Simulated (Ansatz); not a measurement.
The reference is ZnS in the wurtzite structure (space group P6_3mc, No. 186).

```xyz
4
Lattice="3.7383 0.0000 0.0000 -1.8691 3.2374 0.0000 0.0000 0.0000 6.1429" Properties=species:S:1:pos:R:3 pbc="T T T"
Zn     0.0000     2.1583     0.0036
Zn     1.8691     1.0791     3.0751
S      0.0000     2.1583     2.2999
S      1.8691     1.0791     5.3714
```

Cartesian axes are those of the cell as printed.

Level of theory: Ansatz (a program for electronic structure) LDA, spin-orbit coupling left out.

Base values:

- Valence-band top at Γ = 0.00, 0.00, -0.10 eV

Now apply this change: a pure shear with ε_xz = ε_zx = 0.0133, atoms relaxed at fixed cell.

### Question
Predict the new valence-band top at Γ.

### Answer
The valence-band top at Γ (three highest levels, from the VBM) changes from 0.00, 0.00, -0.10 eV to 0.00, -0.02, -0.15 eV.

### Question
What does the calculation give for the energy relative to the base after the change?

### Answer
The energy increases by 1.3 meV/atom.

The levels and masses belong to the bands next to the band gap. The cells carry an imposed strain or load. Whether these cells are dynamically stable was not tested.
